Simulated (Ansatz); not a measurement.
## fcc Cu (0 0 1) on tetragonal ZrO2 (0 0 1) (film strained to the substrate, started from cuts of the bulks and a machine-learned relaxation; slabs Zr6O10 and Cu12, which can lie off the formulas)

A periodic stack without vacuum, fcc Cu (0 0 1) on tetragonal ZrO2 (0 0 1) (film strained to the substrate, started from cuts of the bulks and a machine-learned relaxation; slabs Zr6O10 and Cu12, which can lie off the formulas): substrate slab Zr6O10, film Cu12, surface cells [[0, 1], [-1, 0]] and [[0, -1], [2, 1]], film strained by -0.2 and -0.2 %, outermost planes Zr/Zr and Cu/Cu as cut, which need not be the usual terminations and can put a slab off its formula.

The start was prepared with a machine-learned potential, and the result is one local minimum, with the in-plane cell held and forces under 0.04 eV/Å; the film can end far from its bulk form.

Level of theory: PBE (plane waves to 420 eV, PAW; Ansatz, a first-principles code). Spin–orbit coupling is left out; the runs are not spin-polarised; PBE gaps are too small against experiment. Its k-point mesh 9×9×1, Fermi–Dirac width 0.05 eV.

* **interface area**: 13.1 Å²
* **period**: 26.33 Å
* **heights between the nearest atoms of the two slabs at the two interfaces**: 2.13 and 2.13 Å
* **Cu–Zr contacts across the interfaces within 1.22 times the sum of covalent radii**: 8, mean 2.83 Å

```
CELL_PARAMETERS angstrom
      3.62103    -0.00007    -0.01983
     -0.00018     3.62026    -0.09838
      0.14690    -1.05951    26.36504
ATOMIC_POSITIONS crystal
  Zr 0.52904 0.38458 0.04388
  Zr 0.02690 0.93112 0.13855
  O  0.02867 0.41101 0.09678
  O  0.52860 0.90323 0.08181
  Zr 0.52669 0.48318 0.23761
  Zr 0.02679 0.03189 0.33697
  O  0.02656 0.46329 0.19712
  O  0.02474 0.51219 0.29684
  O  0.52700 0.95406 0.17910
  O  0.52475 0.00284 0.27775
  Zr 0.52689 0.58144 0.43604
  Zr 0.02913 0.12785 0.53071
  O  0.02707 0.56066 0.39549
  O  0.02872 0.60924 0.49278
  O  0.52660 0.05175 0.37746
  O  0.52881 0.10180 0.47780
  Cu 0.03273 0.20360 0.68348
  Cu 0.53305 0.70412 0.68437
  Cu 0.53178 0.16821 0.61149
  Cu 0.03265 0.67002 0.61536
  Cu 0.03302 0.27192 0.82170
  Cu 0.53330 0.77211 0.82195
  Cu 0.53304 0.23792 0.75287
  Cu 0.03332 0.73775 0.75261
  Cu 0.03168 0.34193 0.96307
  Cu 0.53250 0.84038 0.95921
  Cu 0.53266 0.30645 0.89108
  Cu 0.03297 0.80583 0.89019
```
